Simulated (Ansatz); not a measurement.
Abridged Ansatz (a program for electronic structure) output:

```
Relaxation: its limit of steps is 60 (relax.max_steps)
Pseudopotential: In, paw, valence charge 13
Pseudopotential: Pd, paw, valence charge 18
Crystal: 12 atoms, lattice volume = 193.619 Å³
Basis set: ecut = 420 eV, 3765 PW (Γ), exchange–correlation on 80×60×120 points (8 copies of the dense FFT grid, shifted against one another)
Bands: 118, of which v1, the nominal top of the filled ones, is band 98 counted from 1 (97 counted from 0)
Symmetry: 8 space group operations
k-points: 60 of 315
Functional: x = pbesol(κ = 0.804, μ = 0.12345679012345678), c = pbesol(β = 0.046)
SCF iter   1: F=—  HF=-77361.330132 eV  |F-HF|=—  |Δ(HF+E_count)|=         —  Δρ=1.12e-2  dr2=2.58e-1  ethr=1.77e-3  ⟨swp⟩=6.0  Hψ=26037  notcnv=0  defer=98
SCF iter   2: F=—  HF=-77361.280017 eV  |F-HF|=—  |Δ(HF+E_count)|=   5.01e-2  Δρ=4.48e-3  dr2=4.54e-2  ethr=1.32e-4  ⟨swp⟩=2.0  Hψ=8634  notcnv=0  defer=667
SCF 1 converged in 7 iterations: F = -77361.269682 eV  dr2 = 1.83e-8
relax step   1: F+E_penalty+E_count = -77361.26968231 eV  Δ(F+E_penalty+E_count) = +0.000e0 eV  max|allowed force component| = 3.919e-4 eV/Å  Δτ_max = 0.0000 Å  P = +0.299 GPa  Ω = 193.619 Å³  (7 SCF iters, dr2 threshold 1.00e-7 eV, accepted)
[... steps on the carried basis left out ...]
relax step   4: F+E_penalty+E_count = -77361.26818441 eV  Δ(F+E_penalty+E_count) = +2.002e-4 eV  max|allowed force component| = 5.412e-4 eV/Å  Δτ_max = 0.0000 Å  P = +0.698 GPa  Ω = 193.134 Å³  stress off target by 4.16e-3 GPa  SCF on the basis re-selected at this cell (its energy is not comparable with the rows above)  (8 SCF iters)
SCF converged after 8 iterations
Free energy (F): -77361.268184 eV
Internal energy: -77361.229177 eV  (E = F + TS)
E sigma→0 (E₀):  -77361.248681 eV
Entropy (-TS):   -0.039007 eV (-3.251 meV/atom)
Fermi energy:    17.956232 eV
--- Forces (eV/Å), atoms counted from 1 ---
  atom   1  In     0.00022326     0.00000000     0.00003076
  atom   2  In    -0.00022326    -0.00000000    -0.00003076
[...]
  atom  11  Pd     0.00048002    -0.00000000    -0.00020225
  atom  12  Pd    -0.00048002     0.00000000     0.00020225
--- Stress (GPa, compression-positive) ---
        0.695845      -0.000000      -0.000000
       -0.000000       0.700747       0.000000
       -0.000000       0.000000       0.697758
  P = ⅓ Tr σ = 0.6981 GPa (6.981 kbar)
--- Relaxed structure (3 steps of the walk, 2 accepted, 1 SCFs on fresh bases) ---
  cell:  # Å, volume = 193.1344 Å³
    - [5.617824505689828, 9.359920107005068e-35, -3.275972037451774e-34]
    - [6.951794275382422e-35, 4.1730440460896085, -3.6243709564155834e-19]
    - [-4.803197681709187e-34, -7.154810680483036e-19, 8.23831523848803]
  atoms:
    - { symbol: In, position: [0.8269550182268204, 0.24999999999999997, 0.5992824111866848] }
    - { symbol: In, position: [0.17304498177317962, 0.75, 0.40071758881331504] }
    - { symbol: In, position: [0.6730449817731796, 0.75, 0.09928241118668486] }
    - { symbol: In, position: [0.3269550182268204, 0.24999999999999997, 0.9007175888133149] }
    - { symbol: Pd, position: [0.9266822426044364, 0.24999999999999997, 0.26785683734019766] }
    - { symbol: Pd, position: [0.07331775739556363, 0.75, 0.7321431626598021] }
    - { symbol: Pd, position: [0.5733177573955636, 0.75, 0.7678568373401976] }
    - { symbol: Pd, position: [0.42668224260443627, 0.24999999999999997, 0.23214316265980225] }
    - { symbol: Pd, position: [0.6541414361421567, 0.75, 0.42680731959793106] }
    - { symbol: Pd, position: [0.34585856385784336, 0.24999999999999997, 0.5731926804020687] }
    - { symbol: Pd, position: [0.8458585638578432, 0.24999999999999997, 0.926807319597931] }
    - { symbol: Pd, position: [0.1541414361421566, 0.75, 0.07319268040206882] }
```

Q: What was computed, and what are the main results?

A: InPd2, 12 atoms in the cell, with Kohn–Sham DFT with the PBEsol functional, run in Ansatz with PAW and 420 eV plane waves, no SOC, from a series relaxed to a target (pressure 0.7 GPa). The last SCF converged to F = -77361.268184 eV, or -6446.7723 eV per atom, at a pressure of 0.70 GPa. The total energy compares only with runs of the same code, potentials and settings.

Load acts through the strain it causes; cell and atoms are relaxed under it. Whether these cells are dynamically stable was not tested. All final runs are without spin polarisation. The cell was made from InPd$_{2}$ (space group Pnma, No. 62; a cell from a computed database, its experimental status unchecked) by this change: pressure 0.7 GPa.

Keys are those of Ansatz 0.2.
